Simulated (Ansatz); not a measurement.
Start from GaN in the zinc blende structure (space group F-43m, No. 216; a = 4.4979 Å).

Method: r2SCAN (Ansatz, a quantum-chemistry and plane-wave program; PAW; 500 eV plane waves; no SOC).

Strains are applied to the cell and any free atomic positions relax.

One change was made to it. Results:

| quantity | base | after |
|---|---|---|
| energy relative to the base (free energy F) | 0 meV/atom | +15 meV/atom |
| pressure | 0.00 GPa | 9.82 GPa |
| mean gap deformation potential ΔEg/Δln V | – | -6.7 eV |

Q: Which change produced these results?
A. isotropic strain −2.50 %
B. isotropic strain −1.50 %
C. isotropic strain −0.50 %

A: B, isotropic strain −1.50 %. For comparison, the energy relative to the base in the other runs: isotropic strain −0.50 % gives +1.6 meV/atom; isotropic strain −2.50 % gives +43 meV/atom.

Whether these cells are dynamically stable was not tested. This is not the structure that GaN has at room temperature and ambient pressure.
